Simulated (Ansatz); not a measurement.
Take SrTiO3 in the cubic perovskite structure (space group Pm-3m, No. 221; a = 3.891 Å) as the base.

Calculations: Ansatz (a first-principles code) PBEsol, no SOC.

Strains are applied to the cell and any free atomic positions relax.

One change was made to it. Results:

```json
[
 {"quantity": "energy relative to the base (free energy F)", "base": "0 meV/atom", "after": "+2.2 meV/atom"},
 {"quantity": "pressure", "base": "-0.01 GPa", "after": "-3.21 GPa"}
]
```

**Question.** What was done to the base?
A. isotropic strain +1.20 %
B. isotropic strain +1.80 %
C. isotropic strain +2.40 %
D. isotropic strain +3.00 %
E. isotropic strain +0.60 %

**Answer.** E, isotropic strain +0.60 %. For comparison, the energy relative to the base in the other runs: isotropic strain +2.40 % gives +33 meV/atom; isotropic strain +1.20 % gives +8.5 meV/atom; isotropic strain +1.80 % gives +19 meV/atom; isotropic strain +3.00 % gives +50 meV/atom.

No phonon test of stability was made. The final runs are not spin-polarised. Many cubic perovskites are stable only at high temperature; tilts and polar distortions were not tested.
